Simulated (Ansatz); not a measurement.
Abridged Ansatz (a first-principles code) output:

```
Pseudopotential: Na, paw, valence charge 9
Pseudopotential: Cl, paw, valence charge 7
Crystal: 8 atoms, lattice volume = 157.167 Å³
Basis set: ecut = 420 eV, 3071 PW (Γ), exchange–correlation on 80×80×80 points (8 copies of the dense FFT grid, shifted against one another)
Bands: 38, of which v1, the nominal top of the filled ones, is band 30 counted from 1 (29 counted from 0)
Symmetry: 48 space group operations
k-points: 35 of 729
Functional: x = pbesol(κ = 0.804, μ = 0.12345679012345678), c = pbesol(β = 0.046)
SCF iter   1: F=—  HF=-9321.732017 eV  |F-HF|=—  |Δ(HF+E_count)|=         —  Δρ=4.54e-3  dr2=2.96e-2  ethr=1.77e-3  ⟨swp⟩=9.0  Hψ=6265  notcnv=0  defer=19
SCF iter   2: F=—  HF=-9321.724191 eV  |F-HF|=—  |Δ(HF+E_count)|=   7.83e-3  Δρ=2.23e-3  dr2=8.92e-3  ethr=4.94e-5  ⟨swp⟩=2.3  Hψ=2323  notcnv=0  defer=50
SCF 1 converged in 8 iterations: F = -9321.721855 eV  dr2 = 5.79e-10
SCF converged after 8 iterations
Free energy (F): -9321.721855 eV
Internal energy: -9321.654540 eV  (E = F + TS)
E sigma→0 (E₀):  -9321.688198 eV
Entropy (-TS):   -0.067314 eV (-8.414 meV/atom)
Fermi energy:    3.380773 eV
--- Forces (eV/Å), atoms counted from 1 ---
  atom   1  Na     0.00000000    -0.00000000    -0.00000000
  atom   2  Na     0.00000000     0.00000000     0.00000000
  atom   3  Cl     0.00000000    -0.00000000     0.00000000
  atom   4  Cl    -0.00000000    -0.00000000     0.00000000
  atom   5  Cl    -0.00000000    -0.00000000     0.00000000
  atom   6  Cl     0.00000000     0.00000000     0.00000000
  atom   7  Cl    -0.00000000    -0.00000000     0.00000000
  atom   8  Cl     0.00000000     0.00000000     0.00000000
--- Stress (GPa, compression-positive) ---
        0.000168      -0.000000       0.000000
        0.000000       0.000168       0.000000
        0.000000       0.000000       0.000168
  P = ⅓ Tr σ = 0.0002 GPa (0.002 kbar)
```

Task: What was computed, and what are the main results?

Result: NaCl3, 8 atoms in the cell, with PBEsol (Ansatz), without spin-orbit coupling. The last SCF converged to F = -9321.721855 eV, or -1165.2152 eV per atom, at a pressure of 0.00 GPa. The total energy compares only with runs of the same code, potentials and settings.

No phonon test of stability was made. The final runs are not spin-polarised. The cell is NaCl3 in the A15 (Cr3Si type) structure (space group Pm-3n, No. 223; a cell from a computed database, its experimental status unchecked).
